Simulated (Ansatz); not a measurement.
The reference is AgI in the wurtzite structure (space group P6_3mc, No. 186; a = 4.685 Å, c = 7.662 Å).

Method: DFT with PBE, PAW potentials and a 420 eV plane-wave cutoff in Ansatz (a quantum-chemistry and plane-wave program), no spin-orbit coupling.

One change was made to it. Results:

The lattice parameter a shrinks by 0.373 Å to 4.312 Å; the valence-band top at Γ (three highest levels, from the VBM) becomes 0.00, 0.00, -0.17 eV (base: 0.00, 0.00, -0.06 eV); the electron mass changes from 0.17 mₑ along c, 0.18 mₑ across (at Γ) to 0.13 mₑ along c, 0.17 mₑ across (at Γ); the width of the top valence band increases by 0.53 eV, from 1.22 eV to 1.75 eV.

Which of these changes matches the shifts?
A. pressure 7.5 GPa
B. pressure −2 GPa
C. pressure 0.7 GPa

A, pressure 7.5 GPa. For comparison, the valence-band top at Γ in the other runs: pressure 0.7 GPa gives 0.00, 0.00, -0.06 eV; pressure −2 GPa gives 0.00, 0.00, -0.05 eV.

Spin-orbit coupling, missing from the scalar runs, can matter with I. The levels and masses belong to the bands next to the band gap. Load acts through the strain it causes; cell and atoms are relaxed under it. Effective masses come from finite differences of ±0.01 Å⁻¹. No phonon test of stability was made. Tetrahedral semiconductors of this kind turn to denser phases somewhere between about 1 and 50 GPa; those were not computed, so compressed cells here can lie past the real transition.
